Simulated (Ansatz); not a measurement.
## SiC: pressure series

Take SiC in the wurtzite structure (space group P6_3mc, No. 186; a = 3.076 Å, c = 5.048 Å) as the base.

Cell and atoms are relaxed at each pressure.

The values are results of PBEsol in Ansatz (plane waves to 420 eV, PAW, without spin-orbit coupling), not measurements.

Notes on the quantities. enthalpy: H = E + PV relative to the base's energy.

| case | enthalpy | volume per atom |
|---|---|---|
| base | – | 10.34 Å³ |
| pressure −2 GPa | -0.13 eV/atom | 10.44 Å³ |
| pressure −1 GPa | -0.06 eV/atom | [?] |
| pressure 1.8 GPa | +0.12 eV/atom | 10.26 Å³ |
| pressure 4.2 GPa | +0.27 eV/atom | 10.15 Å³ |
| pressure 9 GPa | +0.57 eV/atom | [?] |
| pressure 18 GPa | +1.12 eV/atom | [?] |
| pressure 30 GPa | +1.83 eV/atom | 9.27 Å³ |
| pressure 45 GPa | +2.68 eV/atom | 8.89 Å³ |
| pressure 60 GPa | +3.49 eV/atom | [?] |

### Question
What belongs in the blanks?

### Answer

- pressure −1 GPa, volume per atom: 10.39 Å³
- pressure 9 GPa, volume per atom: 9.96 Å³
- pressure 18 GPa, volume per atom: 9.64 Å³
- pressure 60 GPa, volume per atom: 8.57 Å³

Load acts through the strain it causes; cell and atoms are relaxed under it. Whether these cells are dynamically stable was not tested. Competing high-pressure phases were not computed.

Ansatz is a program for electronic structure.
